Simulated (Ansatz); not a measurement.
An Ansatz (a first-principles code) input (Kohn–Sham DFT with the PBE-D3(BJ) functional, run in Ansatz with PAW and 420 eV plane waves, no spin-orbit coupling, earlier PAW set):

Ansatz 0.2 input:
```yaml
crystal:
  lattice:
    - [1.576610894, 0.9102567241, 5.9978941777]
    - [-1.576610894, 0.9102567241, 5.9978941777]
    - [0, -1.8205134481, 5.9978941777]
  atoms:
    - { symbol: Mo, position: [0.0000176486, 0.0000176486, 0.0000176486] }
    - { symbol: S, position: [0.7535311759, 0.7535311759, 0.7535311759] }
    - { symbol: S, position: [0.5797511755, 0.5797511755, 0.5797511755] }
basis: { ecutwfc: 420, ecutrho_ratio: 4, xc_grid: 2, fft_grid_basis: typed }
kpoints: { mp_grid: { grid: [22, 22, 22] } }
hamiltonian:
  xc: pbe
  dispersion: d3bj
  pseudopotentials: { azcp: { folder: ./paw }, kind: paw }
total_charge: 0.258231
scf: { occupations: { method: fermi_dirac, width: 0.0259 }, convergence: { dr2_threshold: 0.0000000003 } }
relax: { f_tol: 0.005, max_steps: 30 }
output: { forces: true, stress: true }
checkpoint: { write: state.ck, write_every: 1000 }
```

Problem. Which symmetry and how many k-points will the program report, and about how many plane waves at Γ?

Solution. Space group R3m (ITA 160) with 6 operations, k-points 1024 of 10648, and 999 plane waves at Γ.

Charged cell with a jellium background: band edges are those of the host's band count, energies are not comparable with the neutral cell, and many-body gap narrowing is missing. Whether these cells are dynamically stable was not tested. The cell was made from MoS₂ in the 3R-MoS2 type structure (space group R3m, No. 160; layered, stacked along the Cartesian z axis) by this change: holes 5.0×10^21 cm⁻³.
